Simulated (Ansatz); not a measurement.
Consider YN in the rock salt structure (space group Fm-3m, No. 225; a = 4.8957 Å).

All numbers come from r2SCAN in Ansatz (plane waves to 500 eV, PAW, no spin-orbit coupling).

For the base:

* **Largest site moment**: 0.00 μB
* **Lattice parameter a**: 489.6 pm

The change: Rb takes the place of Y on all its sites, then cell and atoms are relaxed.

Tabulated Pauling electronegativity and covalent radius: Y 1.22, 1.90 Å; Rb 0.82, 2.20 Å.

Question: Predict the new largest site moment and lattice parameter a.

Answer: The largest site moment goes from zero to 1.92 μB; the lattice parameter a goes up by 112.9 pm to 602.5 pm.

Other magnetic orders, which the real material may have, were not ruled out. No phonon test of stability was made. As relaxed here, RbN is a hypothetical phase, not in the database extracts checked.

Ansatz is a first-principles code.
